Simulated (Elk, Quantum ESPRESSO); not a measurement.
## Equation of state of rock-salt CaSe (space group 225): energy against volume (Elk, LDA)

```
CELL_PARAMETERS angstrom
      0.00000     2.84488     2.84488
      2.84488     0.00000     2.84488
      2.84488     2.84488     0.00000
ATOMIC_POSITIONS crystal
  Ca 0.00000 0.00000 0.00000
  Se 0.50000 0.50000 0.50000
```

Method: LDA (PW92), all-electron FP-LAPW, Elk's shipped species files, APW+lo basis with extra local orbitals in Elk 10.2.4. Settings: rgkmax = 8.55; swidth = 0.000367493 Ha; ngridk = 10 10 10; tforce = true; gmaxvr = 18 1/bohr; lmaxapw = 10; lmaxo = 8; nxlo = 2; lorbcnd = true; lradstp = 2; nrmtscf = 2; lmaxi = 4; maxscl = 100; sphere radii = {Ca: 2.4, Se: 2.4} bohr. The cell above is the first row's. The rows scale it uniformly. In all rows fractional positions and the k mesh are held. E is the free energy at the stated smearing, counted from the lowest row.

| V (Å^3/atom) | E (meV/atom) |
|---|---|
| 23.025 | 14.57 |
| 23.525 | 5.66 |
| 24.026 | 0.92 |
| 24.526 | 0.00 |
| 25.027 | 2.45 |
| 25.527 | 7.80 |
| 26.028 | 15.76 |
| 26.528 | 25.80 |
| 27.029 | ? |

Problem. Using the third-order Birch-Murnaghan form, a cubic in V^(-2/3), estimate the missing E at V = 27.029 from the other rows, showing the fit.

Solution. With u = V^(-2/3) - 0.118, the rows have u = 0.005557, 0.003800, 0.002101, 0.000463, -0.001123, -0.002655, -0.004140, -0.005575. Least squares gives E = 0.411 - 1114.2·u + 638870·u² + 3758629·u³. Residuals (row less fit): -0.023, 0.051, -0.005, -0.032, -0.013, -0.002, 0.053, -0.028; standard error 0.045 (degrees of freedom: 4). Its minimum lies at u = 0.000865, so V0 = (0.118865)^(-3/2) = 24.40. There d²E/du² = 1297000 and d³E/du³ = 2.255e7, so B0 = (4/9) × 24.40^(-7/3) × 1297000 × 0.160218 = 53.5 GPa (the last factor turns the table's units into GPa), and B0' = 4 + (2/3) × 0.118865 × (2.255e7)/1297000 = 5.4. At the withheld row, u = -0.006968, so E = 0.411 - 1114.2 × (-0.006968) + 638870 × (-0.006968)² + 3758629 × (-0.006968)³ = 37.922 meV/atom. The calculation gives 37.58 meV/atom, 0.342 meV/atom below the prediction (0.9 % of the range of E in the table). The row lies outside the fitted rows, so this is an extrapolation. From the scatter of the fitted rows alone, a prediction at this place has a standard error of 0.108 meV/atom, so the miss is 3.2 times that.

Carrying the step between the two nearest rows on in a straight line would have given 35.86, off by 1.72; series whose last step already gives the withheld value aren't shown. The scan was laid around a cell of about the measured size, scaled by a guess for this functional. The runs keep the symmetry of the cell, so they don't test it for distortions. A plane-wave scan with the same functional (Quantum ESPRESSO, GBRV) gives V0 = 24.29 Å^3/atom and B0 = 57.4 GPa; a Birch-Murnaghan fit to all rows here lies 0.4 % from it in V0 and -7 % in B0; the two differ in basis, and may differ in potentials and mesh. Values depend on the basis (sphere radii, cutoffs, local orbitals), which need not be converged. Sphere radii are the same in all rows. Cutoffs and mesh are single choices, not tested for convergence of this quantity. Series with a scatter that would blur these digits, or in which a gap closes, are not shown. Nor are scans whose minimum lies at an end fitted in this form.

Terms beyond the fitted order, or numerical noise in single rows, can give a miss of this size; the table doesn't tell which.
